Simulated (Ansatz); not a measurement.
# Variants of one calculation on TlSbO3 (P4mm, 5 atoms in the cell)

```yaml
crystal:
  lattice:
    - [4.12574, 0.00000, 0.00000]
    - [0.00000, 4.12574, 0.00000]
    - [0.00000, 0.00000, 4.22098]
  atoms:
    - { symbol: Sb, position: [0.50000, 0.50000, 0.45170] }
    - { symbol: Tl, position: [0.00000, 0.00000, 0.00000] }
    - { symbol: O, position: [0.50000, 0.50000, 0.89730] }
    - { symbol: O, position: [0.50000, 0.00000, 0.37850] }
    - { symbol: O, position: [0.00000, 0.50000, 0.37850] }
```

Base run A: Ansatz (a first-principles code) with PBEsol, default PAW files made with PBE, self-consistent single point.

Its settings: basis.ecutwfc = 420 eV; kpoints.mp_grid.grid = 7 7 6; hamiltonian.xc = pbesol; hamiltonian.pseudopotentials = {kind: paw} (the program's default PAW files); scf.occupations.method = fermi_dirac; scf.occupations.width = 0.1 eV.

The starting cell was generated: these elements placed on a structure prototype, without a prior relaxation; it need not be a known phase or ordering of this composition. Its lattice was rescaled by a random factor within 2.5 % of one. In the base run, with a pressure of about -3 GPa the cell is away from its equilibrium volume at this level. In the base run, forces exceed 1 eV/Å. Ansatz's pressure includes its estimate of the finite-basis (Pulay) stress. The run gives no clean gap (levels at the Fermi energy touch, overlap or are partly filled at this smearing), which alone does not show that the compound is a metal.

ΔF is the free energy per atom less that of run A. 

Run A gave: pressure (GPa) -3.24; largest force (eV/Å) 1.501; k-points 40.

Runs:
- B: kpoints.mp_grid.grid: 7 7 6 → 9 9 9
- C: kpoints.mp_grid.grid: 7 7 6 → 6 6 5; kpoints.mp_grid.shift: default → 0.5 0.5 0.5
- D: scf.convergence.dr2_threshold: default (1e-07 eV) → 1e-12 eV
- E: scf.mixing.algorithm: default (the program chose MSR1) → msr1; scf.mixing.ndim: default → 12
- F: scf.mixing.algorithm: default (the program chose MSR1) → broyden; scf.mixing.beta: default → 0.7
- G: scf.mixing.preconditioner: default (the program chose Kerker) → ldos

**Question.** What does run C change against A?

**Answer.** The free energy stays essentially unchanged (within 1 meV/atom), the pressure goes from -3.24 to -2.91 GPa and the largest force moves little (1.501 to 1.500 eV/Å).

**Question.** What does run B change against A?

**Answer.** The free energy falls by 1.5 meV/atom, the pressure hardly changes (-3.24 to -3.17 GPa) and the largest force moves little (1.501 to 1.493 eV/Å).

```
run  ΔF (meV/atom)  pressure (GPa)  largest force (eV/Å)  k-points
---  -------------  --------------  --------------------  --------
A             0.00           -3.24                 1.501        40
B            -1.47           -3.17                 1.493        75
C             0.30           -2.91                 1.500        18
D             0.00           -3.24                 1.501        40
E             0.00           -3.24                 1.501        40
F             0.00           -3.24                 1.501        40
G             0.00           -3.24                 1.501        40
```

Keys are those of Ansatz 0.2.
